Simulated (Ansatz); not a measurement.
The parent structure is a 16-atom supercell of TiAl (space group P4/mmm, No. 123) at its relaxed geometry.

```
CELL_PARAMETERS angstrom
      5.64816     0.00000    -4.07063
      0.00000     5.64816    -4.07063
      0.00000     5.64816     4.07063
ATOMIC_POSITIONS crystal
  Al 0.25000 0.75000 0.50000
  Al 0.25000 0.00000 0.75000
  Al 0.25000 0.25000 0.00000
  Al 0.25000 0.50000 0.25000
  Al 0.75000 0.25000 0.50000
  Al 0.75000 0.75000 0.00000
  Al 0.75000 0.50000 0.75000
  Al 0.75000 0.00000 0.25000
  Ti 0.00000 0.00000 0.00000
  Ti 0.00000 0.25000 0.25000
  Ti 0.00000 0.50000 0.50000
  Ti 0.00000 0.75000 0.75000
  Ti 0.50000 0.50000 0.00000
  Ti 0.50000 0.00000 0.50000
  Ti 0.50000 0.75000 0.25000
  Ti 0.50000 0.25000 0.75000
```

Level of theory: PBE, PAW, 420 eV (Ansatz, a program for electronic structure; scalar-relativistic without spin-orbit coupling), earlier PAW set.

One neutral defect a cell, atoms relaxed at fixed cell.

One change was made to it. Results:

| quantity | base | after |
|---|---|---|
| pressure | 0.0 GPa | 3.3 GPa |
| largest displacement of a host atom from its site in the perfect cell | – | 0.06 Å |

Problem. Which of these changes matches the shifts?
A. Sc on a Al site
B. H interstitial (started 2.00 Å from the nearest host atom), symmetric start
C. Ti vacancy, symmetric start

Solution. A, Sc on a Al site. For comparison, the pressure in the other runs: Ti vacancy, symmetric start gives -1.6 GPa; H interstitial (started 2.00 Å from the nearest host atom), symmetric start gives 0.9 GPa.

In so small a cell the defect repeats every few ångströms: this is an ordered compound, not a dilute defect. Defects with a symmetric start kept the site's symmetry and may sit on a saddle; the others started slightly shaken. All final runs are without spin polarisation.
